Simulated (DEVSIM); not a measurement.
Device: Si n-i-p diode, at 300 K.

| layer (left to right) | material | thickness (μm) | Nd (cm⁻³) | Na (cm⁻³) | τn (s) | τp (s) |
|---|---|---|---|---|---|---|
| 1 | Si | 0.740 | 4.1e17 | - | 2.8e-7 | 2.8e-7 |
| 2 | Si | 8.00 | - | 8.6e11 | 2.8e-7 | 2.8e-7 |
| 3 | Si | 14.0 | - | 1.6e18 | 2.8e-7 | 2.8e-7 |

Left contact: ohmic. Right contact: ohmic. Voltage is applied to the left contact. Recombination: SRH at mid-gap, Auger. Mobility is constant in doping.

The device is made up for the run: typed textbook-type constants, with dimensions and the other settings drawn at random. Values at 300 K.

| parameter | Si |
|---|---|
| gap (eV) | 1.124 |
| affinity (eV) | 4.05 |
| permittivity | 11.7 |
| Nc (cm⁻³) | 2.86e19 |
| Nv (cm⁻³) | 3.1e19 |
| μn (cm²/Vs) | 1417 |
| μp (cm²/Vs) | 470 |
| Cn (cm⁶/s) | 2.8e-31 |
| Cp (cm⁶/s) | 9.9e-32 |

DEVSIM, 1D drift-diffusion, Boltzmann statistics, complete ionisation; no tunnelling, impact ionisation, image-force lowering or self-heating.

Question: Tabulate band edges, carrier densities and field at zero bias.

Answer: Energies count from the Fermi level of the right contact; mesh points crowd at the junctions.

```csv
x (μm),Ec (eV),Ev (eV),n (cm⁻³),p (cm⁻³),field (V/cm)
0.000,0.110,-1.014,4.1e17,280,≈ 0
0.05200,0.110,-1.014,4.1e17,280,≈ 0
0.2182,0.110,-1.014,4.1e17,280,≈ 0
0.5507,0.110,-1.014,4.1e17,280,≈ 0
0.7189,0.111,-1.013,3.9e17,300,1900
0.7568,0.175,-0.949,3.3e16,3600,16000
0.8541,0.248,-0.876,2.0e15,59000,4000
1.389,0.338,-0.786,5.9e13,2000000,970
2.897,0.449,-0.675,8.2e11,1.4e8,660
6.484,0.677,-0.447,1.2e8,9.6e11,620
8.061,0.783,-0.341,2000000,5.8e13,900
8.625,0.877,-0.247,52000,2.2e15,4300
8.721,0.957,-0.167,2400,4.9e16,20000
8.760,1.047,-0.077,< 1e2,1.6e18,190
8.933,1.047,-0.077,< 1e2,1.6e18,≈ 0
9.421,1.047,-0.077,< 1e2,1.6e18,≈ 0
11.10,1.047,-0.077,< 1e2,1.6e18,≈ 0
16.29,1.047,-0.077,< 1e2,1.6e18,≈ 0
21.49,1.047,-0.077,< 1e2,1.6e18,≈ 0
22.37,1.047,-0.077,< 1e2,1.6e18,≈ 0
22.65,1.047,-0.077,< 1e2,1.6e18,≈ 0
22.74,1.047,-0.077,< 1e2,1.6e18,≈ 0
```
